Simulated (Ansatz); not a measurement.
The parent structure is Ti in the hcp (Mg type) structure (space group P6_3/mmc, No. 194; a = 2.864 Å, c = 4.537 Å; relaxed with 0.1 eV smearing). Axes: x lies along a and z along c of the hexagonal cell.

All numbers come from Kohn–Sham DFT with the LDA functional, run in Ansatz (a first-principles code) with PAW and 420 eV plane waves, no SOC.

It is then changed as follows: the cell is scaled by 1.0200 in all directions, atoms relaxed at fixed cell.

Task: Predict the stress tensor and what it implies for the stiffness.

Result: Stress of the strained cell less that of the base (GPa, compression positive):
```
   -6.7     0.0     0.0
    0.0    -6.7     0.0
    0.0     0.0    -6.9
```

Then B = −ΔP/(ΔV/V₀) with ΔV/V₀ = 0.0612 gives secant stiffness values (nonlinear terms included at this strain): B (at held cell shape, above the free-shape value) ≈ 110 GPa.

As a check, the harmonic strain energy −½ V₀ Δσ:ε is 20 meV/atom; the computed energy rise is 22 meV/atom.

Stability against distortions was not tested. The final runs are not spin-polarised.
